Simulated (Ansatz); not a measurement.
The reference is Rh in the fcc (Cu type) structure (space group Fm-3m, No. 225; relaxed with 0.1 eV smearing).

```
Rh
1.0
    0.00000     1.89079     1.89079
    1.89079     0.00000     1.89079
    1.89079     1.89079     0.00000
Rh
1
Direct
  0.00000   0.00000   0.00000
```

Cartesian axes are those of the cell as printed.

The values are results of plane-wave PAW DFT at the PBEsol level (Ansatz, a quantum-chemistry and plane-wave program, 420 eV), scalar-relativistic without spin-orbit coupling, not measurements.

Strains are applied to the cell and any free atomic positions relax; under biaxial strain the out-of-plane vector relaxes too.

One change was made to it. Results:

The pressure (mean of the normal stresses, compression positive) goes from zero to -4.5 GPa; the energy rises by 8.8 meV/atom.

Name the change that was made.
(A) biaxial strain −1.00 %, plane normal [001], relaxed out of plane
(B) biaxial strain +1.50 %, plane normal [001], relaxed out of plane
(C) biaxial strain −0.50 %, plane normal [001], relaxed out of plane
(D) biaxial strain +3.00 %, plane normal [001], relaxed out of plane

B, biaxial strain +1.50 %, plane normal [001], relaxed out of plane. For comparison, the energy relative to the base in the other runs: biaxial strain +3.00 %, plane normal [001], relaxed out of plane gives +33 meV/atom; biaxial strain −0.50 %, plane normal [001], relaxed out of plane gives +1.0 meV/atom; biaxial strain −1.00 %, plane normal [001], relaxed out of plane gives +4.3 meV/atom.

No phonon test of stability was made. The final runs are not spin-polarised. Rh lies near a magnetic instability that expansion can trigger; it was not tested.
